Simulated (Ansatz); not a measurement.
Consider HgTe in the zinc blende structure (space group F-43m, No. 216; a = 6.5098 Å). Axes: x, y, z lie along the cube axes.

The values are results of PBEsol (Ansatz, an electronic-structure program; PAW; 420 eV plane waves; without spin-orbit coupling), not measurements.

Base values:

```
Item                            Result
-----------------------------  -------
Pressure                       0.0 GPa
Shortest interatomic distance  2.819 Å
```

One thing is altered: the cell is stretched by 1.50 % along z with no lateral relaxation, atoms relaxed at fixed cell.

How does this affect the pressure, energy relative to the base and shortest interatomic distance?

The pressure (mean of the normal stresses, compression positive) goes from zero to -0.6 GPa; the energy goes up by 1.3 meV/atom; the shortest interatomic distance increases by 0.014 Å, from 2.819 Å to 2.833 Å.

The mesh was chosen for an insulator and is coarse for the gapless case. The cells carry an imposed strain or load. Stability against distortions was not tested. All final runs are without spin polarisation.
